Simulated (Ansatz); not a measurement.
The starting structures come from a database of crystals and need not be the phases stable at ambient conditions.

Evanescent states of Li₂CaTa₂O₇ (I4/mmm, not sure to be the ambient phase, 12 atoms a cell, 12.1 Å³ an atom, -6 GPa at this level) along the normal of (110)

These are r2SCAN (plane waves, PAW; Ansatz, a quantum-chemistry and plane-wave program) values and carry that method's errors.

The gap is the functional's own. No spin-orbit coupling. Mid-gap values are interpolated on the energy grid.

Energies count from the valence-band top; κ is the least over a 6×4 mesh across the current.

```csv
E (eV),κ (1/Å),where
0.07,0.132,off Γ
0.20,0.224,off Γ
0.33,0.256,off Γ
0.46,0.261,off Γ
0.58,0.264,off Γ
0.71,0.265,Γ
0.84,0.266,Γ
0.97,0.264,Γ
1.10,0.262,Γ
1.24,0.258,Γ
1.36,0.253,Γ
1.50,0.246,Γ
1.62,0.237,Γ
1.75,0.227,Γ
1.89,0.215,Γ
2.02,0.200,Γ
2.15,0.181,Γ
2.27,0.158,Γ
2.40,0.129,Γ
2.54,0.085,Γ
```

How thick must the barrier be to attenuate the transmission by 10^8 when the electrodes' Fermi level lies at 0.71 eV, and what attenuation does that film give at 2.27 eV?

d = 8 ln 10 / (2 × 0.265) = 34.8 Å. At 2.27 eV it gives 8 × 0.158/0.265 = 4.8 decades.
